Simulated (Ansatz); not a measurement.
Functionals compared on OH on the 1x1 (100) surface of rock-salt LiF (cut with top plane F + Li), one in a 2x2 cell, started at the site 'top Li', in Ansatz (plane waves, PAW). The structure was relaxed with PBE; the other rows are single points on it, each with its references at the same level. Cutoff 420 eV (500 eV for r2SCAN). The points keep PBE's geometry, so the relaxation of a polaron and the settling of charge on one site are left out. HSE06 used the coarser mesh 3x3x1.

Host crystal: rock-salt LiF, with a band gap (PBE, scalar-relativistic without spin-orbit coupling).

Model: 34-atom slab, 6.1 Å thick at the start under the adsorbate (thin: gaps and levels are the slab's own), 4x4x1 mesh, Fermi-Dirac 0.01 eV, dipole correction, 16 atoms held, the rest relaxed; start symmetry kept, larger cells not searched; spin-polarised, ending with about 1.0 μB a cell; orders that need a larger cell were not tried, no spin-orbit, no U, no dispersion correction. It is one chosen start, not shown to be the lowest state of the adsorbate. These notes are the PBE run's. RPBE: The program's check for a lower electronic state was not made. r2SCAN: The program's check for a lower electronic state was not made. HSE06: The program's check for a lower electronic state was not made. Adsorption energies are against H2O(g) − ½ H2(g). A negative adsorption energy means that the adsorbate is more stable on the surface than in its reference.

A dash marks a value that is undefined for that row or was read on another mesh.

```json
[
 {"functional": "PBE", "adsorption energy (eV)": "2.93", "gap of the slab on its k-mesh (eV)": "0.86", "highest filled level below the top vacuum level (eV)": "7.53", "magnetic moment of the cell (μB)": "1.00"},
 {"functional": "RPBE", "adsorption energy (eV)": "2.85", "gap of the slab on its k-mesh (eV)": "0.98", "highest filled level below the top vacuum level (eV)": "7.45", "magnetic moment of the cell (μB)": "1.00"},
 {"functional": "r2SCAN", "adsorption energy (eV)": "…", "gap of the slab on its k-mesh (eV)": "…", "highest filled level below the top vacuum level (eV)": "…", "magnetic moment of the cell (μB)": "1.00"},
 {"functional": "HSE06", "adsorption energy (eV)": "2.84", "gap of the slab on its k-mesh (eV)": "–", "highest filled level below the top vacuum level (eV)": "–", "magnetic moment of the cell (μB)": "1.00"}
]
```

Question: Fill in the missing entries.

Answer: 
- r2SCAN, adsorption energy (eV): 2.69
- r2SCAN, gap of the slab on its k-mesh (eV): 2.16
- r2SCAN, highest filled level below the top vacuum level (eV): 7.91

Ansatz is a first-principles code.
